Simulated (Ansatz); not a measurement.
**Hf in the diamond structure (space group Fd-3m, No. 227; a hypothetical phase, not in the database extracts checked)**

Hf is modelled in the cubic space group Fd-3m, origin choice 1 (No. 227), the diamond structure, Pearson symbol cF8. Conventional cell: a = b = c = 6.376 Å, α = β = γ = 90.00°. Hf on 8b sees 4 Hf at 2.761 Å (tetrahedral). (Neighbours: up to the widest gap in distance over summed covalent radii, below 1.35, at either atom.)
(The calculation used a cell of 2 atoms; values per cell refer to that cell.)

All numbers come from PBEsol/PAW in Ansatz (a program for electronic structure), spin-orbit coupling left out. Settings: 13×13×13 k-points, 0.05 eV Fermi–Dirac smearing.

The volume per atom is 32.40 Å³ and the density is 9.15 g/cm³. The band gap is zero and the total energy comes out as -15595.232 eV/atom (σ→0; compares only within this code and set-up).

No phonon test of stability was made. The final runs are not spin-polarised. Hf has a high density of states at the Fermi level and may be magnetic at this level.
